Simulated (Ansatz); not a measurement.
The starting structures come from a database of crystals and need not be the phases stable at ambient conditions.

```
Al2CdSe4
1.0
    7.66811     0.00000     0.00000
    0.00000     7.66811     0.00000
    3.83406    -3.83406     5.42218
Al Cd Se
4 2 8
Cartesian
  3.83406   5.75109   1.35554
  9.58514   0.00000   4.06663
  3.83406   1.91703   1.35554
  5.75109   0.00000   4.06663
  7.66811   3.83406   2.71109
  0.00000   0.00000   0.00000
  3.83406  -1.70662   3.91785
  5.54067   3.83406   1.20676
  3.83406   1.70662   3.91785
  2.12744   3.83406   1.20676
  2.12744   0.00000   1.50433
  7.66811   1.70662   4.21542
  5.54067   0.00000   1.50433
  7.66811  -1.70662   4.21542
```

Space group of this cell: Fd-3m, spinel. The cell is taken as given; by PBEsol its mean pressure is -0.6 GPa.

Transport runs along the normal of the first two printed cell vectors, the (001) plane of the conventional cell.

The gap is the functional's own, uncorrected, and κ follows it; spin-orbit coupling is left out. Mid-gap values are interpolated between the computed energies.

**Question.** State the band gap and the smallest decay constant κ at mid-gap according to PBEsol (Ansatz, a quantum-chemistry and plane-wave program).

**Answer.** Gap 1.36 eV on a 6×6×6 mesh; κ = 0.091 1/Å, at the zone centre.
